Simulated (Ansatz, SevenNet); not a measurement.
For L1₂ (Cu3Au-type) Ni₃Al, the machine-learned potential SevenNet-l3i5 (trained on PBE and PBE+U data) gives:

lattice constant a: 3.557 Å
formation enthalpy: -0.455 eV/atom

Question: What does r²SCAN-D4 in Ansatz (plane waves, PAW) give for the same quantities?

Answer: 
- lattice constant a: 3.515 Å (falls by 1.2 %)
- formation enthalpy: -0.432 eV/atom (moves by +0.023 eV/atom)

For comparison: lattice constant a 3.572 Å (measured, temperature not stated, no zero-point or thermal correction; as tabulated in Tensorial elastic properties and stability of interface states associated with …); formation enthalpy -0.420 ± 0.02 eV/atom (measured, 298 K, copied from a table, unchecked, not corrected to a static lattice; as tabulated in Wang et al. (2021), doi:10.1038/s41598-021-94550-5).

Changes are worked out from the printed values.

Unless a cell is named, each level is at its own relaxed cell (SevenNet-l3i5 11.25, r²SCAN-D4 10.86 Å³/atom).

Spin-polarised runs: r²SCAN-D4 (parallel moments).

Ansatz's density-functional and Hartree–Fock values are scalar-relativistic unless marked +SOC, with PAW data made under PBE.

Ansatz is a quantum-chemistry and plane-wave program.
